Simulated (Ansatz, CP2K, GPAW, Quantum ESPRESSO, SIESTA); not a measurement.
# One structure in several programs: LiCuAuO2 (Cm, 5 atoms in the cell)

Self-consistent single point.

```xyz
5
Lattice="2.8352 -1.6559 0.0000 2.8352 1.6559 0.0000 -2.0378 0.0000 7.2876" Properties=species:S:1:pos:R:3 pbc="T T T"
Li     1.7249     0.0000     5.4750
Cu     1.8828     0.0000     2.6332
Au    -0.0132     0.0000     0.3768
O      3.6275     0.0000     5.6735
O     -0.0195     0.0000     2.5421
```

Shared settings, as Ansatz (a program for electronic structure) writes them: kpoints.mp_grid.grid = 9 9 4; scf.occupations.method = gaussian; scf.occupations.width = 0.1 eV. Potentials and cutoffs stand in the table.

| code | model | pressure (GPa) | largest force (eV/Å) | cutoff |
|---|---|---|---|---|
| Quantum ESPRESSO | PBEsol, GBRV 1.5 ultrasoft (PBESOL) pseudopotentials | -5.07 | 0.541 | 50 Ry |
| GPAW | PBEsol, GPAW PAW datasets PBEsol (made by gpaw-setup) | – | 0.203 | 950 eV |
| Ansatz | PBEsol, PAW files made with PBE | -5.43 | 0.679 | default |
| CP2K | PBEsol, GPW, DZVP-MOLOPT-SR-GTH basis, GTH-PBE potentials (GTH_POTENTIALS) | -1.62 | 0.247 | grid 600 Ry |
| SIESTA | GGA PBEsol, numerical atomic orbitals DZP, PseudoDojo PBEsol standard norm-conserving potentials (rewritten from UPF to PSML) | -2.93 | 0.335 | grid 300 Ry |

Size of the force on each atom (eV/Å): Sizes of forces hide their directions.

```tsv
code	Li1	Cu2	Au3	O4	O5
Quantum ESPRESSO	0.083	0.273	0.051	0.541	0.301
GPAW	0.068	0.203	0.098	0.202	0.163
Ansatz	0.082	0.284	0.139	0.679	0.338
CP2K	0.036	0.119	0.247	0.115	0.031
SIESTA	0.060	0.274	0.335	0.015	0.117
```

A dash marks a value that a program does not give, or that is left out as unsure.

On Ansatz's run: spin-orbit coupling is off. Spin polarisation is off; with an odd number of electrons in the cell that forces a metal, and a magnetic state may lie lower.

The spread over the programs that give each value: pressure within 3.81 GPa; largest force within 0.476 eV/Å.

CP2K and SIESTA use small atom-centred bases, whose incompleteness enters pressures, forces and empty levels differently from a plane-wave cutoff. Ansatz's pressure is given at a fixed set of plane waves, as the other plane-wave codes print theirs; with its correction for the finite basis it is -5.16 GPa (the shift of 0.27 GPa shows how far the cutoff is from converged). The pressure of GPAW is left out: its cutoff lies under the one at which its stress was checked. In the pressure, CP2K (by 3.63) and SIESTA (by 2.32) lie more than 1 GPa from the median of the plane-wave programs.

The starting cell comes from a database of computed structures (which also holds hypothetical and non-ambient phases and stackings), without a prior relaxation at this level.

Keys are those of Ansatz 0.2.
